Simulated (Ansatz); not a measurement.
Band structure of CuPdO2 (Pmmm, 4 atoms in the cell).

```
CuPdO2
1.0
    2.93688     0.00000     0.00000
    0.00000     3.01990     0.00000
    0.00000     0.00000     5.26509
Cu Pd O
1 1 2
Direct
  0.50000   0.50000   0.50000
  0.00000   0.00000   0.00000
  0.00000   0.50000   0.74049
  0.00000   0.50000   0.25951
```

Computed with LDA (PW92), PAW files made with PBE (plane waves; Ansatz, an electronic-structure program).

Settings: kpoints.mp_grid.grid = 11 11 6; hamiltonian.xc = lda; hamiltonian.pseudopotentials = {kind: paw} (the program's default PAW files); scf.occupations.method = gaussian; scf.occupations.width = 0.0037 Ry; kpoints.band_path.npoints = 8.

The starting cell comes from a database of computed structures (which also holds hypothetical and non-ambient phases and stackings), without a prior relaxation at this level. Spin polarisation is off; with an odd number of electrons in the cell that forces a metal, and a magnetic state may lie lower.

Levels in eV from the Fermi level, bands 21 to 28:
```json
[
 {"point": "Γ", "21": "-2.45", "22": "-2.12", "23": "-1.79", "24": "-1.65", "25": "0.86", "26": "1.60", "27": "1.68", "28": "5.55"},
 {"point": "X", "21": "-2.32", "22": "-1.64", "23": "-1.56", "24": "-0.24", "25": "-0.03", "26": "1.52", "27": "3.87", "28": "5.52"},
 {"point": "S", "21": "-2.36", "22": "-1.83", "23": "-1.30", "24": "-1.24", "25": "0.24", "26": "1.88", "27": "2.23", "28": "7.56"},
 {"point": "Y", "21": "-1.91", "22": "-1.71", "23": "-1.70", "24": "-1.07", "25": "0.29", "26": "1.37", "27": "3.75", "28": "5.60"},
 {"point": "Z", "21": "-2.11", "22": "-1.80", "23": "-1.67", "24": "-0.95", "25": "0.07", "26": "1.06", "27": "3.17", "28": "4.09"},
 {"point": "U", "21": "-2.37", "22": "-2.35", "23": "-1.81", "24": "-1.07", "25": "0.74", "26": "1.64", "27": "4.35", "28": "5.56"},
 {"point": "R", "21": "-1.83", "22": "-1.81", "23": "-1.62", "24": "-0.49", "25": "0.13", "26": "0.68", "27": "4.12", "28": "4.68"},
 {"point": "T", "21": "-2.25", "22": "-1.98", "23": "-1.89", "24": "-1.55", "25": "0.78", "26": "0.93", "27": "3.88", "28": "6.98"}
]
```

Bands cross the Fermi level along this path, so the cell is metallic at this level.

Keys are those of Ansatz 0.2.
